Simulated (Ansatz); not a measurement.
Consider Bi (space group R-3m, No. 166; a = 4.472 Å, c = 11.265 Å (hexagonal axes); relaxed with 0.1 eV smearing). Axes: x lies along a and z along c of the hexagonal cell.

Level of theory: PBEsol-D3(BJ) (Ansatz, a first-principles code; PAW; 420 eV plane waves; no spin-orbit coupling).

For the base:

The band gap is zero.

Modification: the cell is compressed by 4.40 % along z with no lateral relaxation, atoms relaxed at fixed cell.

**Question.** What happens to the band gap?

**Answer.** The band gap is still zero.

**Question.** Predict the new energy relative to the base.

**Answer.** The energy goes up by 12 meV/atom.

**Question.** Predict the new stress.

**Answer.** The stress (xx, yy, zz, yz, xz, xy; compression positive) amounts to (2.0, 2.0, 2.7, 0.0, 0.0, 0.0) GPa.

With Bi present, leaving out spin-orbit coupling can change the band edges. The cells carry an imposed strain or load. No phonon test of stability was made.
